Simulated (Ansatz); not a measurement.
# Effect of pressure 2.1 GPa on MoP

Base system: MoP (space group P-6m2, No. 187; a = 3.242 Å, c = 3.194 Å).

One thing is altered: a hydrostatic pressure of 2.1 GPa.

Method: PBE, PAW, 420 eV (Ansatz, a first-principles code; no spin-orbit coupling). Γ-centred 16×16×15 mesh, Fermi–Dirac width 0.05 eV.

```csv
quantity,base,changed,shift
density,7.25 g/cm³,7.32 g/cm³,+0.07 g/cm³
lattice parameter a,3.242 Å,3.229 Å,-0.0125 Å
c/a ratio,0.985,0.987,+0.002
shortest interatomic distance,2.460 Å,2.453 Å,-0.007 Å
enthalpy H = E + PV relative to the base's energy,–,+0.19 eV/atom,–
band gap,zero,zero,–
```

Cost of the whole job for the changed cell (relaxation, final SCF and bands): very roughly 50 core-seconds.

Load acts through the strain it causes; cell and atoms are relaxed under it. No phonon test of stability was made. All final runs are without spin polarisation. An odd electron count without spin: MoP.
